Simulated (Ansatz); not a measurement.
Hypothetical NiAs type KH: response to strain

The parent structure is KH in the NiAs type structure (space group P6_3/mmc, No. 194; a = 3.855 Å, c = 6.826 Å; a hypothetical phase, not in the database extracts checked). Axes: x lies along a and z along c of the hexagonal cell.

Strains are applied to the cell and any free atomic positions relax; under biaxial strain the out-of-plane vector relaxes too.

All numbers come from plane-wave PAW DFT at the PBEsol level (Ansatz, a program for electronic structure, 420 eV), without spin-orbit coupling.

Notes on the quantities. pressure: mean of the normal stresses, compression positive.

| change | volume per atom | electron mass | band gap | smallest direct gap | pressure |
|---|---|---|---|---|---|
| base | 21.96 Å³ | 0.31 mₑ along c, 0.68 mₑ across (at Γ) | 3.25 eV | 3.32 eV | 0.00 GPa |
| biaxial strain −4.74 %, plane normal [001], relaxed out of plane | 20.06 Å³ | 0.31 mₑ out of plane, 0.65 mₑ in plane (at Γ) | 3.06 eV | 3.21 eV | 1.40 GPa |
| biaxial strain −3.17 %, plane normal [001], relaxed out of plane | 20.67 Å³ | 0.31 mₑ out of plane, 0.66 mₑ in plane (at Γ) | 3.13 eV | 3.25 eV | 0.89 GPa |
| biaxial strain −3.05 %, plane normal [001], relaxed out of plane | 20.72 Å³ | 0.31 mₑ out of plane, 0.66 mₑ in plane (at Γ) | 3.13 eV | 3.25 eV | 0.86 GPa |
| biaxial strain −1.06 %, plane normal [001], relaxed out of plane | 21.52 Å³ | 0.31 mₑ out of plane, 0.68 mₑ in plane (at Γ) | 3.21 eV | 3.30 eV | 0.28 GPa |
| biaxial strain +3.80 %, plane normal [001], relaxed out of plane | 23.61 Å³ | – | 3.36 eV | – | -0.86 GPa |
| isotropic strain +1.48 % | 22.95 Å³ | 0.31 mₑ along c, 0.70 mₑ across (at Γ) | 3.22 eV | 3.33 eV | -0.58 GPa |
| uniaxial strain ε_xx = +1.06 % | 22.19 Å³ | 0.31 mₑ along z, 0.69 mₑ across (at Γ) | 3.25 eV | 3.32 eV | -0.14 GPa |
| tensor shear ε_yz = −0.66 % | 21.96 Å³ | 0.31 mₑ along z, 0.68 mₑ across (at Γ) | 3.25 eV | 3.32 eV | 0.00 GPa |
| tensor shear ε_xy = −3.10 % | 21.94 Å³ | – | 3.11 eV | 3.28 eV | 0.00 GPa |

Masses are band curvatures over ±0.01 Å⁻¹ around the edge. Stability against distortions was not tested.
